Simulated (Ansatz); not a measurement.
zinc-blende InAs: the defect Cr_In

Computed with PBE, PAW (plane waves to 420 eV; Ansatz, a quantum-chemistry and plane-wave program). The supercell holds 64 host sites (2×2×2 repeats of a cell of 8 atoms), with a 2×2×2 shifted k-point sampling for the final energies. Site at the start: the In site. Finite-size and sampling errors can reach tenths of an eV here. PBE closes or nearly closes this host's gap, so even the neutral cell can hold carriers in host bands. Spin–orbit coupling is left out, which matters for these heavy elements, and no Hubbard U is applied to the open shells. Each state is the lowest found from its start.

| charge | moment (μB) | largest move off a lattice site (Å) | above the lowest spin state (eV) |
|---|---|---|---|
| 0 | 3.0 | 0.20 | 0.00 |
| 0 | 3.0 | 0.20 | 0.00 |

Starting moments that weren't kept: charge 0 began with 1 μB and ended with 3.0.
